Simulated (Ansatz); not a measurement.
# Pd under a change: Pd vacancy, symmetric start

Start from a 27-atom supercell of Pd in the fcc (Cu type) structure (space group Fm-3m, No. 225; a = 3.875 Å) at its relaxed geometry.

The change: one Pd atom is removed, atoms relaxed at fixed cell.

Computed with Ansatz (a first-principles code), PBEsol, PAW, cutoff 420 eV, no spin-orbit coupling. k-mesh 5×5×5 (Γ-centred); smearing 0.05 eV (Fermi–Dirac).

| quantity | base | changed | shift |
|---|---|---|---|
| pressure | -0.1 GPa | -2.8 GPa | -2.7 GPa |
| energy gained by relaxation | – | 0.12 eV | – |
| largest displacement of a host atom from its site in the perfect cell | – | 0.04 Å | – |
| mean distance from the defect site to its nearest host atoms | 2.74 Å | 2.70 Å | -0.04 Å |
| formation energy E(defect cell) − (N_defect/N_perfect) E(perfect cell), N the atom counts | – | 1.5 eV | – |

Measured vacancy formation energy of Pd: 1.85 eV (temperature not stated; as listed in Michael J. Mehl, Dimitrios A. Papaconstantopoulos, Phys. Rev. B (1996)); the computed value is for a static lattice, so the two differ by thermal effects too.

Cost of the whole job for the changed cell (relaxation, final SCF and bands): about 2.2 core-minutes (a rough figure).

In so small a cell the defect repeats every few ångströms: this is an ordered compound, not a dilute defect. The defect started on the symmetric site and kept its symmetry, so it may sit on a saddle. All final runs are without spin polarisation. Pd lies near a magnetic instability that expansion can trigger; it was not tested. The defect cell is not spin-polarised.
